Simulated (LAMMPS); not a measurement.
Pressure dependence of Cu (fcc) at 810 K, from the crystal.

Method: classical MD, pair style meam, file AlSiMgCuFe.meam, run in LAMMPS.

| P (GPa) | state | volume | coordination number |
|---|---|---|---|
| 0 | crystal; no diffusion seen in 30 ps | 12.3425 ± 0.0002 Å³/atom | 12.0 (counted to 3.18 Å) |
| 2 | crystal; no diffusion seen in 30 ps | 12.1341 ± 0.0009 Å³/atom | 12.0 (counted to 3.14 Å) |
| 5 | crystal; no diffusion seen in 30 ps | 11.8578 ± 0.0006 Å³/atom | 12.0 (counted to 3.14 Å) |

Caution (rows 2; 5): a run this short can hold a crystal over, or a liquid under, the potential's own melting point, which these runs don't give.

Estimate the isothermal bulk modulus at zero pressure. A parabola P(ln V) through the three points gives −dP/d ln V = 110 GPa at zero pressure.

States go by the mean squared displacement: a species diffuses where it passes 1.5 Å², still rises and gives D over 1e-6 cm²/s; a crystal has left its structure where atoms lie 0.35 Å off their sites on average or a cubic box changes its shape by 3 %, or the axial ratios of another lie 8 % off the starting cell's, which the potential's own relaxation can also do.

Uncertainties are statistical and leave out the potential's own error.
